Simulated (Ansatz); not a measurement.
**What biaxial strain +2.00 %, plane normal [001], relaxed out of plane does to Mo**

Consider Mo in the bcc (W type) structure (space group Im-3m, No. 229; a = 3.130 Å; relaxed with 0.1 eV smearing). Axes: x, y, z lie along the cube axes.

Perturbation: tensile biaxial strain of 2.00 % in the plane normal to [001], as in epitaxy on a mismatched substrate; the out-of-plane cell vector and the atoms relax.

Method: Ansatz (a first-principles code), PBEsol, PAW, cutoff 420 eV, without spin-orbit coupling. Γ-centred 29×29×29 mesh, Fermi–Dirac width 0.1 eV.

| quantity | base | changed | shift |
|---|---|---|---|
| volume per atom | 15.33 Å³ | 15.74 Å³ | +0.405 Å³ |
| shortest interatomic distance | 2.711 Å | 2.735 Å | +0.024 Å |
| energy relative to the base (free energy F) | 0 meV/atom | +20 meV/atom | +20 meV/atom |
| pressure (mean of the normal stresses, compression positive) | 0.0 GPa | -6.7 GPa | -6.7 GPa |
| band gap | zero | zero | – |
| out-of-plane strain | – | -1.35 % | – |
| ratio −ε⊥/ε∥ | – | 0.67 | – |
| mean in-plane stress (compression positive) | – | -10.1 GPa | – |

Whether these cells are dynamically stable was not tested. The final runs are not spin-polarised.
